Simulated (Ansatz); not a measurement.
# The (110) surface of silicon in its 1x1 cell, relaxed from an ideal cut (the real face may reconstruct), outermost plane spacing 1.93 Å in the ideal cut

Level of theory: PBE (plane waves to 420 eV, PAW; Ansatz, a quantum-chemistry and plane-wave program).

Set-up: 14 atoms, 11.6 Å thick at the start; mesh 7x5x1; 0.025 eV smearing; dipole correction on; all atoms relaxed; held to the start's symmetry, so lower structures may exist; no spin (no spin-polarised run to compare, though such a face may carry moments), no spin-orbit, no U. The slab shows no gap on its mesh.

```yaml
surface energy (mean of both faces): 1.75 J/m^2
surface_energy_before_relaxation: 1.83 J/m²
work_function_of_the_top_face: 4.80 eV
ionisation potential (bulk valence edge below the top vacuum level): 4.99 eV
energy_released_by_relaxation: 0.20 eV
cost: roughly 2.4 core-minutes
```
